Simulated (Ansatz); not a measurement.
Start from TiAl$_{3}$ (space group I4/mmm, No. 139; a = 3.824 Å, c = 8.561 Å).

All numbers come from r2SCAN in Ansatz (plane waves to 500 eV, PAW, no SOC).

One change was made to it. Results:

The shortest interatomic distance decreases by 1.5 pm, from 270.4 pm to 268.9 pm; the density increases by 0.06 g/cm³ to 3.48 g/cm³.

Which of these changes matches the shifts?
A. pressure 9 GPa
B. pressure 0.9 GPa
C. pressure 2.1 GPa

C, pressure 2.1 GPa. For comparison, the shortest interatomic distance in the other runs: pressure 9 GPa gives 264.5 pm; pressure 0.9 GPa gives 269.7 pm.

Load acts through the strain it causes; cell and atoms are relaxed under it. Stability against distortions was not tested. Competing high-pressure phases were not computed. The final runs are not spin-polarised.

Ansatz is a quantum-chemistry and plane-wave program.
